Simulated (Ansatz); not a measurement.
CdSe (P6_3mc), PBE with spin-orbit coupling, rigid bands run with Ansatz (a program for electronic structure): N_v = 2.15e19 cm⁻³ at 300 K and a hole conductivity mass of 0.882 mₑ along x (a = (4.30, 0.00, 0.00) Å; b = (-2.15, 3.73, 0.00) Å; c = (0.00, 0.00, 7.02) Å).

Q: For 1e17 holes per cm³ at 300 K, place the Fermi level, estimate the Seebeck coefficient of a parabolic band with constant τ, and give mobility and conductivity for τ = 50 fs.

A: The level lies k_BT ln(N_v/p) = 0.139 eV above the valence-band maximum. S ≈ +(k_B/e)[ln(N_v/p) + 5/2] = 678 μV/K, against 705 μV/K from the full bands (mean over directions). μ = eτ/m = 99.7 cm²/(V·s) and σ = peμ = 1.60 S/cm. τ is assumed, not computed.

Band transport and this doping are assumed; polarons and phonon drag are left out. Geometry: cell and atoms relaxed with PBEsol.
